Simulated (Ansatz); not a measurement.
The starting structures come from a database of crystals and need not be the phases stable at ambient conditions.

By PBEsol, the system below comes out a metal.

The ballistic (Sharvin) conductance counts the channels at the Fermi level: G/A = (e²/h) × channels of both spins per area.

Data:

```xyz
4
Lattice="4.9108 0.0000 0.0000 0.0000 5.2223 0.0000 0.0000 0.0000 4.9108" Properties=species:S:1:pos:R:3 pbc="T T T"
In     2.4554     0.0000     2.4554
In     0.0000     0.0000     0.0000
Bi     0.0000     3.3422     2.4554
Bi     2.4554     1.8801     0.0000
```

Space group of this cell: P4/nmm. The cell is taken as given; by PBEsol its mean pressure is -1.6 GPa.

The current flows along the normal of the first two printed cell vectors, the (100) plane of the conventional cell. No spin-orbit coupling; the value is a mean over 0.1 eV about the Fermi level.

Problem. Give the ballistic conductance per area that PBEsol (Ansatz, a quantum-chemistry and plane-wave program) yields.

Solution. 0.24 × 10¹⁵ S/m² for both spins.
